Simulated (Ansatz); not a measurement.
Results of PBEsol (plane waves, PAW; Ansatz, a quantum-chemistry and plane-wave program) for CdS (Fm-3m, No. 225, 4 atoms in the cell; start mp-1181862; high-pressure phase).

The run printed, among other lines:

```
WARN output.stress: scf.convergence.dr2_threshold = 1.6e-8 eV (the default of a walk held to its f_tol) is looser than the 4e-10 eV advised for a printed …
Relaxation: its limit of steps is 80 (relax.max_steps)
Crystal: 4 atoms, lattice volume = 80.178 Å³
Basis set: ecut = 520 eV, 2173 PW (Γ), exchange–correlation on 60×90×60 points (8 copies of the dense FFT grid, shifted against one another)
Bands: 32, of which v1, the nominal top of the filled ones, is band 26 counted from 1 (25 counted from 0)
Symmetry: 8 space group operations
Space group: Pmmn (ITA 59), of the structure as read, at distance tolerance 4.3e-5 Å
k-points: 144 of 600
Functional: x = pbesol(κ = 0.804, μ = 0.12345679012345678), c = pbesol(β = 0.046)
SCF iter   1: F=—  HF=-18140.120974 eV  |F-HF|=—  |Δ(HF+E_count)|=         —  Δρ=5.44e-3  dr2=2.72e-2
SCF iter   2: F=—  HF=-18140.113939 eV  |F-HF|=—  |Δ(HF+E_count)|=   7.03e-3  Δρ=2.08e-3  dr2=5.09e-3
  ...
SCF 1 converged in 6 iterations: F = -18140.112692 eV  dr2 = 2.38e-8
Crystal: 4 atoms, lattice volume = 80.178 Å³
Initial density: handed on by an earlier stage of this run
SCF iter   1: F=—  HF=-18140.112693 eV  |F-HF|=—  |Δ(HF+E_count)|=         —  Δρ=5.95e-6  dr2=2.38e-8
SCF iter   2: F=-18140.112692 eV  HF=-18140.112692 eV  |F-HF|=1.14e-8  |Δ(HF+E_count)|=   8.95e-7  Δρ=3.56e-6  dr2=8.18e-9
SCF 2 converged in 2 iterations: F = -18140.112692 eV  dr2 = 8.18e-9
SCF converged after 2 iterations
Free energy (F): -18140.112692 eV
Internal energy: -18140.112688 eV  (E = F + TS)
E sigma→0 (E₀):  -18140.112690 eV
Fermi energy:    10.022568 eV
--- Stress (GPa, compression-positive) ---
       -1.593864       0.000000       0.000000
        0.000000      -1.593249      -0.000000
        0.000000      -0.000000      -1.591668
  P = ⅓ Tr σ = -1.5929 GPa (-15.929 kbar)
```

Write an input file that could have produced this run (the log leaves some choices open).

One answer among several that fit: 
Ansatz 0.2 input:
```yaml
crystal:
  lattice:
    - [3.8417099272, 0.0, 0.0]
    - [0.0, 5.4327722626, 0.0]
    - [0.0, 0.0, 3.8415878236]
  atoms:
    - { symbol: Cd, position: [0.5, 0.5, 0.2499387724] }
    - { symbol: Cd, position: [0.0, 0.0, 0.7500612276] }
    - { symbol: S, position: [0.5, 0.0, 0.2500217524] }
    - { symbol: S, position: [0.0, 0.5, 0.7499782476] }
basis:
  ecutwfc: 520
  ecutrho_ratio: 4
  xc_grid: 2
kpoints:
  mp_grid: { grid: [10, 6, 10] }
hamiltonian:
  xc: pbesol
  dispersion: none
  pseudopotentials: { kind: paw }
scf:
  occupations: { method: fermi_dirac, width: 0.01 }
output:
  forces: true
  stress: true
  eigenvalues: true
relax:
  f_tol: 0.004
  escape_saddle: false
  max_steps: 80
```

The cell is one volume of an energy–volume scan, off the minimum.

The PAW data were made under PBE.

Note: the relaxation could not lower the start's symmetry, so the cell can be a saddle point above a distorted one.

Cost on a shared machine: around 28 core-seconds (rough).

A start named mp-… is a Materials Project structure, which need not be a measured phase.
